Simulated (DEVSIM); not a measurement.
System: illuminated Si n-on-p cell, one wavelength, at 350 K.

Layer 1 from the left is Si, thickness (μm) 0.240, Nd (cm⁻³) 2.9e18, τn (s) 2.4e-5, τp (s) 5.7e-6, absorption coefficient (cm⁻¹) 590. Layer 2 from the left is Si, thickness (μm) 23.0, Na (cm⁻³) 3.4e15, τn (s) 0.00044, τp (s) 0.00044, absorption coefficient (cm⁻¹) 590.

Left contact: ohmic, minority hole recombination velocity 20000 cm/s. Right contact: ohmic, minority electron recombination velocity 40000 cm/s. Voltage is applied to the left contact. Recombination: SRH at mid-gap, radiative, Auger. Gap narrowing is on: ΔEg = 6.92 meV × (l + √(l² + 0.5)), l = ln(N/1.3e17 cm⁻³), shared equally by both band edges. Light enters at the left, 5.7e16 photons cm⁻² s⁻¹, one pass, no reflection. Mobility is μmin + (μ − μmin)/(1 + (N/Nref)^α).

Constants are typed, rounded textbook-type inputs, not results; the design itself was drawn at random and stands for no fabricated device. Values at 300 K; Nc and Nv go as T^1.5, mobilities as T to minus their exponent, the gap by Varshni's rule with the affinity fixed.

Si: gap (eV) 1.124, affinity (eV) 4.05, permittivity 11.7, Nc (cm⁻³) 2.86e19, Nv (cm⁻³) 3.1e19, μn (cm²/Vs) 1417, μp (cm²/Vs) 470, μn,min 52, μp,min 45, Nref,n 9.7e16, Nref,p 2.2e17, αn 0.68, αp 0.72, T exponent of μn 2.3, T exponent of μp 2.2, B (cm³/s) 4.7e-15, Cn (cm⁶/s) 2.8e-31, Cp (cm⁶/s) 9.9e-32, Varshni α (eV/K) 0.000473, Varshni β (K) 636.

Model (solved in DEVSIM): 1D drift-diffusion, Boltzmann statistics, complete ionisation; no tunnelling, impact ionisation, image-force lowering or self-heating.

Dark forward current:

```csv
|V| (V),|J| (A/cm²)
0.05,2.736e-7
0.10,1.706e-6
0.15,9.212e-6
0.20,4.856e-5
0.25,0.0002548
0.30,0.001336
0.35,0.007000
0.40,0.03658
0.45,0.1890
0.50,0.9305
0.55,4.013
0.60,14.29
0.65,42.82
0.70,111.8
0.75,256.8
0.80,520.5
0.85,940.3
0.90,1542
0.95,2341
```

Problem. Work out the local ideality factor n = ΔV / (kT/q · ln(J2/J1)) between the rows 0.15 and 0.20 V, 0.90 and 0.95 V.

Solution. kT/q = 30.16 mV. From 0.15 to 0.20 V: ln(4.856e-5/9.212e-6) = 1.662, n = 1.00, near the 1 of diffusion or emission over a barrier. From 0.90 to 0.95 V: ln(2341/1542) = 0.417, n = 3.97.

Problem. What current could the absorbed light give at most, and what share is collected?

Solution. Σ αd = 1.37, so qΦ(1 − exp(−Σ αd)) = 6.81 mA/cm². The simulated short-circuit current is 4.870 mA/cm², a share of 0.71.

Problem. Estimate the open-circuit voltage by superposition: the voltage at which the dark current equals that short-circuit current.

Solution. Interpolating ln J in the table gives 0.339 V. The simulation gives 0.339 V, the same within the digits that matter. Superposition holds where collection doesn't change with voltage.

Problem. Estimate the fill factor from FF0 = (v − ln(v + 0.72))/(v + 1), v = qVoc/(nkT), with n from the dark curve.

Solution. The rows about Voc, 0.30 and 0.35 V, give n = 1.00, so v = 11.2 and FF0 = 0.715. The simulation gives 0.711, the same within the digits that matter.
